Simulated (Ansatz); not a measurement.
**RuSi: pressure 4.2 GPa**

Start from RuSi (space group P2_13, No. 198; a = 4.706 Å).

Now apply this change: a hydrostatic pressure of 4.2 GPa.

The values are results of r2SCAN, PAW, 500 eV (Ansatz, a program for electronic structure; no spin-orbit coupling), earlier PAW set, not measurements. Γ-centred 10×10×10 mesh, Fermi–Dirac width 0.05 eV.

```tsv
quantity	base	changed	shift
volume per atom	13.03 Å³	12.80 Å³	-0.23 Å³
density	8.23 g/cm³	8.38 g/cm³	+0.15 g/cm³
lattice parameter a	4.706 Å	4.678 Å	-0.028 Å
enthalpy H = E + PV relative to the base's energy	–	+0.34 eV/atom	–
band gap	0.31 eV	0.31 eV	+0.006 eV
smallest direct gap	0.41 eV	0.41 eV	0.00 eV
```

Final structure:

```
RuSi
1.0
    4.67824     0.00000     0.00000
    0.00000     4.67824     0.00000
    0.00000     0.00000     4.67824
Ru Si
4 4
Direct
  0.13108   0.13108   0.13108
  0.63108   0.36892   0.86892
  0.86892   0.63108   0.36892
  0.36892   0.86892   0.63108
  0.83832   0.83832   0.83832
  0.33832   0.66168   0.16168
  0.16168   0.33832   0.66168
  0.66168   0.16168   0.33832
```

Load acts through the strain it causes; cell and atoms are relaxed under it. Whether these cells are dynamically stable was not tested.
